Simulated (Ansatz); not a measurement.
# Effective masses and thermopower of TlBr (Pm-3m)

Consider the following.

```yaml
crystal:
  lattice:
    - [3.84231, 0.00000, 0.00000]
    - [0.00000, 3.84231, 0.00000]
    - [0.00000, 0.00000, 3.84231]
  atoms:
    - { symbol: Tl, position: [0.00000, 0.00000, 0.00000] }
    - { symbol: Br, position: [0.50000, 0.50000, 0.50000] }
```

Calculation: PBEsol+D3BJ with spin-orbit coupling, rigid bands (plane waves, PAW; Ansatz, a first-principles code). Geometry: cell and atoms relaxed with PBEsol+d3bj.

| Item | Value |
|---|---|
| band gap | 0.63 eV |
| electron conductivity mass (300 K, dilute) | 0.27 mₑ |
| hole conductivity mass (300 K, dilute) | 0.29 mₑ |
| effective density of states N_c (300 K) | 3.5e18 cm⁻³ |
| effective density of states N_v (300 K) | 1.2e19 cm⁻³ |
| density-of-states mass, electrons | 0.27 mₑ |
| density-of-states mass, holes | 0.61 mₑ |
| Seebeck coefficient, n-type 1e19 cm⁻³, 300 K | -142 μV/K |
| Seebeck coefficient, p-type 1e19 cm⁻³, 300 K | 233 μV/K |

Rigid bands; masses and Seebeck coefficients take one relaxation time τ for all states and one kind of carrier; polarons and phonon drag are left out. Geometry: cell and atoms relaxed with PBEsol+D3(BJ).
